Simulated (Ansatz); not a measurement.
CsCl-type AuZn (cubic form, which distorts at low temperature): elastic constant C44 by level of theory

No measured value is used here.

| level (code) | value (GPa) | cell (Å³/atom) |
|---|---|---|
| LDA (Ansatz) | 58.7 | 14.84 |
| PBE (Ansatz) | 43.9 | 16.18 |
| PBEsol (Ansatz) | 56.1 | 15.31 |
| r²SCAN (Ansatz) | 51.1 | 15.61 |

Density-functional levels without +SOC have no spin–orbit coupling. LDA, PBE, PBEsol, r²SCAN: symmetry holds this phase in the static calculation, where it need not be a minimum. Each level is taken at its own relaxed cell. Cutoffs differ between the levels. Ansatz's density-functional and Hartree–Fock values are scalar-relativistic unless marked +SOC, with PAW data made under PBE.

Ansatz is an electronic-structure program.
